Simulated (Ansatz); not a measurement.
Consider MgS in the rock salt structure (space group Fm-3m, No. 225).

```
CELL_PARAMETERS angstrom
      0.00000     2.60152     2.60152
      2.60152     0.00000     2.60152
      2.60152     2.60152     0.00000
ATOMIC_POSITIONS crystal
  Mg 0.00000 0.00000 0.00000
  S  0.50000 0.50000 0.50000
```

The values are results of DFT with r2SCAN, PAW potentials and a 500 eV plane-wave cutoff in Ansatz (a program for electronic structure), without spin-orbit coupling, not measurements.

Now apply this change: an isotropic linear strain of −2.50 %, atoms relaxed at fixed cell.

### Question
What happens to the mean gap deformation potential ΔEg/Δln V?

### Answer
The mean gap deformation potential ΔEg/Δln V comes out as -2.1 eV.

Stability against distortions was not tested.
